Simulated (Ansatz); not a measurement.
The reference is YN in the rock salt structure (space group Fm-3m, No. 225; a = 4.820 Å).

Level of theory: DFT with LDA, PAW potentials and a 420 eV plane-wave cutoff in Ansatz (a program for electronic structure), spin-orbit coupling left out.

Strains are applied to the cell and any free atomic positions relax.

One change was made to it. Results:

The band gap goes from zero to 0.16 eV; the gap character goes from absent to indirect, Γ → X; the smallest direct gap grows by 0.20 eV (0.37 eV → 0.57 eV); the hole mass (degenerate bands, along [100]) comes out as 0.16, 0.99, 0.99 mₑ (at Γ).

Task: What was done to the base?
A. isotropic strain +2.50 %
B. isotropic strain +0.50 %
C. isotropic strain +1.00 %
D. isotropic strain +1.50 %

Result: A, isotropic strain +2.50 %. For comparison, the band gap in the other runs: isotropic strain +1.00 % gives 0.08 eV; isotropic strain +0.50 % gives 0.05 eV; isotropic strain +1.50 % gives 0.11 eV.

Effective masses come from finite differences of ±0.01 Å⁻¹. Stability against distortions was not tested. All final runs are without spin polarisation. Gaps under 0.05 eV, about the width of the smearing, are given as zero. A zero or small gap of YN can be the functional's error rather than a property of the material.
